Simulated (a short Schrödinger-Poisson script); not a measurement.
System: MOS inversion layer, Si3N4 on p-type Si(100), at 300 K.

From the gate side: 4.6 nm Si3N4; 520 nm Si, acceptors 6.7e17 cm⁻³.

Constants are typed, rounded textbook-type inputs, not results; the design itself was drawn at random and stands for no fabricated device. Si3N4: permittivity 7.5, conduction-band edge (eV) 1.95, gap (eV) 5.1, electron mass (mₑ) 0.5. Si: permittivity 11.7, conduction-band edge (eV) 0, gap (eV) 1.124, Nv at 300 K (cm⁻³) 3.1e19.

Channel valleys (confinement mass, in-plane density-of-states mass, number): Δ2 0.916, 0.19, 2; Δ4 0.19, 0.417, 4. At the gate the conduction-band edge of layer 1 lies 2.27 eV − eVg above the Fermi level of the channel; the field vanishes at the back. Gaps are held at their typed values at every temperature. Mesh 0.03 nm at interfaces.

From a short Schrödinger-Poisson script (our own, NumPy): 1D Poisson equation in equilibrium, electrons quantum, Hartree (BenDaniel-Duke, 12 states a valley, the channel's in-plane mass for all, wave functions free to enter the dielectric), parabolic valleys, classical holes, full ionisation, no traps, pinning or gate leakage.

| Vg (V) | electrons (cm⁻²) | C (μF/cm²) | Δ2 E0 (meV from the Fermi level) | Δ4 E0 (meV from the Fermi level) |
|---|---|---|---|---|
| 0.5 | 1.53e9 | 0.221 | 218.3 | 267.7 |
| 0.6 | 3.20e10 | 0.327 | 138.9 | 189.9 |
| 0.7 | 2.80e11 | 0.756 | 81.8 | 134.4 |
| 0.8 | 8.04e11 | 1.000 | 53.1 | 107.6 |
| 0.9 | 1.44e12 | 1.10 | 36.3 | 92.7 |
| 1 | 2.14e12 | 1.15 | 24.4 | 82.7 |
| 1.1 | 2.86e12 | 1.18 | 15.2 | 75.2 |
| 1.2 | 3.60e12 | 1.20 | 7.5 | 69.3 |
| 1.3 | 4.35e12 | 1.21 | 0.8 | 64.2 |
| 1.4 | 5.11e12 | 1.23 | -5.2 | 59.9 |
| 1.5 | 5.87e12 | 1.24 | -10.6 | 56.1 |
| 1.6 | 6.65e12 | 1.25 | -15.6 | 52.6 |
| 1.7 | 7.43e12 | 1.25 | -20.3 | 49.4 |
| 1.8 | 8.21e12 | 1.26 | -24.7 | 46.4 |
| 1.9 | 9.00e12 | 1.26 | -28.9 | 43.7 |
| 2 | 9.79e12 | 1.27 | -32.8 | 41.0 |
| 2.1 | 1.06e13 | 1.27 | -36.7 | 38.6 |

Gate voltages with under 1e9 electrons/cm² are left out.

Q: At Vg = 2.1 V the lowest Δ2 subband lies at -36.7 meV from the Fermi level. How many electrons does it hold, and what share of all?

A: The two-dimensional density of states is g m/(πħ²) = 1.59e11 cm⁻² meV⁻¹ (both spins), kT = 25.9 meV, so n = D kT ln(1 + exp(−E/kT)) = 6.71e12 cm⁻², 0.63 of the 1.06e13 cm⁻² in all.

Q: Compare the slope of the sheet density between 1.9 and 2.1 V with the geometric capacitance of the layers between gate and channel.

A: q Δn/ΔV = 1.28 μF/cm²; ε0/Σ(t/ε) = 1.44 μF/cm². The ratio is 0.89: the channel acts as a further capacitance in series.
